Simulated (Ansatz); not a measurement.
CaTiO3 (Cmcm, No. 63, 20 atoms in the cell; start mp-1205364; a measured phase of this formula has another space group), treated with LDA in Ansatz (plane waves, PAW).

Settings: plane-wave cutoff 520 eV, 6×6×6 k mesh, Fermi–Dirac smearing 0.01 eV, no spin polarisation, scalar-relativistic PAW data made under PBE.

Cell (relaxed at this level):

```xyz
20
Lattice="3.7441 -3.7871 0.0000 3.7441 3.7871 0.0000 0.0000 0.0000 7.5632" Properties=species:S:1:pos:R:3 pbc="T T T"
Ca     3.7441    -0.1208     1.8908
Ca     3.7441     0.1208     5.6724
Ca     3.7441     3.7143     1.8908
Ca     3.7441    -3.7143     5.6724
Ti     1.8721     1.8935     3.7816
Ti     1.8721     1.8935     0.0000
Ti     1.8721    -1.8935     3.7816
Ti     1.8721    -1.8935     0.0000
O      5.2557    -1.8571     1.8908
O      2.2325     1.8571     5.6724
O      5.2557     1.8571     5.6724
O      2.2325    -1.8571     1.8908
O      3.7441     1.5613     0.3507
O      3.7441    -1.5613     7.2124
O      3.7441    -1.5613     4.1323
O      3.7441     1.5613     3.4308
O      1.5172     0.0000     0.0000
O      5.9710     0.0000     0.0000
O      5.9710     0.0000     3.7816
O      1.5172     0.0000     3.7816
```

**Question.** Predict the band gap.

**Answer.** 
band gap: 2.20 eV (on the SCF k mesh)

Note: the relaxation could not lower the start's symmetry, so the cell can be a saddle point above a distorted one.

The computed numbers hold no vibrational or temperature effects.

It cost roughly 22 core-minutes of CPU time.

A start named mp-… is a Materials Project structure, which need not be a measured phase.

Ansatz is a first-principles code.
